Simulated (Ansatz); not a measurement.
**SrC2 (I4/mmm, No. 139, 3 atoms in the cell; start mp-2630; a measured phase of this formula has another space group)**

These are LDA (plane waves, PAW; Ansatz, a program for electronic structure) values and carry that method's errors.

Run with plane-wave cutoff 500 eV, 14×14×14 k mesh, gaussian smearing 0.02 eV, scalar-relativistic PAW data made under PBE.

Cell (relaxed at this level):

SrC$_{2}$ is modelled in the tetragonal space group I4/mmm (No. 139), Pearson symbol tI6. Lattice parameters: a = 3.9918 Å, b = 3.9918 Å, c = 6.6840 Å, α = 90.00°, β = 90.00°, γ = 90.00°. Sr on 2a sees 2 C at 2.716 Å and 8 C at 2.891 Å. C on 4e is surrounded by 1 C at 1.252 Å and 1 Sr at 2.716 Å and 4 Sr at 2.891 Å. (Neighbours: up to the widest gap in distance over summed covalent radii, below 1.35, at either atom; cation-cation and far metal-metal contacts left out.)
(The calculation used a cell of 3 atoms; values per cell refer to that cell.)

- band gap: 1.27 eV (on the SCF k mesh)

Note: the relaxation could not lower the start's symmetry, so the cell can be a saddle point above a distorted one.

Spin–orbit coupling is not included.

Static lattice: no zero-point or thermal effects.

Computing time: around 50 core-seconds (rough).

A start named mp-… is a Materials Project structure, which need not be a measured phase.
